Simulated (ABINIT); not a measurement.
ABINIT 10.0.3, DFT, PBE, plane waves, JTH v2.0 PBE PAW: zinc-blende InP, 2 atoms. Basis and mesh were picked for this test and aren't claimed converged.

```text
pseudos "In.GGA_PBE-JTH.xml, P.GGA_PBE-JTH.xml"
acell 3*1.0 Angstrom
rprim
   0.0000000000    2.9345000000    2.9345000000
   2.9345000000    0.0000000000    2.9345000000
   2.9345000000    2.9345000000    0.0000000000
natom 2
ntypat 2
znucl 49 15
typat
1 2
xred
   0.0000000000    0.0000000000    0.0000000000
   0.2500000000    0.2500000000    0.2500000000
ecut 15.0
pawecutdg 30.0
pawovlp -1
nband 16
ngkpt 10 10 10
nshiftk 1
shiftk 0 0 0
nstep 100
tolvrs 1e-09
chkprim 0
chksymtnons 0
chksymbreak 0
occopt 7
tsmear 0.002
diemac 12
prtwf 0
prtden 0
prteig 0
prtebands 0
timopt -2
paral_kgb 0
```

The program reports k-points after symmetry: 47, bands: 16, symmetry operations: 24.

It runs on a single node (AMD EPYC (Zen 5), 96 cores on 1 socket, no SMT, 12 L3 cache groups; 94 cores' worth of CPU time may be used).

Wall times, medians of two to five repeats, each run alone on the node (launch to exit). Unless noted, each process is bound to its own block of adjacent cores. The times hold for this build (conda-forge: MPICH, OpenBLAS, FFTW3, no OpenMP, no ScaLAPACK). Scratch files lie in a memory file system.

Started as
```bash
OMP_NUM_THREADS=1 mpirun -np 4 abinit run.abi
```
(4 ranks, diemix = 0.7 (default)) it takes 4.7 s and 10 SCF iterations.

Q: Predict the time once the run is changed to diemix = 0.2.

A: About 12 s (2 runs within 1 %): 2.5× as long. The largest move is in solving the bands at each k-point (vtowfk): 3.0 s to 8.4 s. Most of it follows the count of iterations, 10 against 32. Change in the result: energy under 0.001 meV/atom, pressure equal as printed.
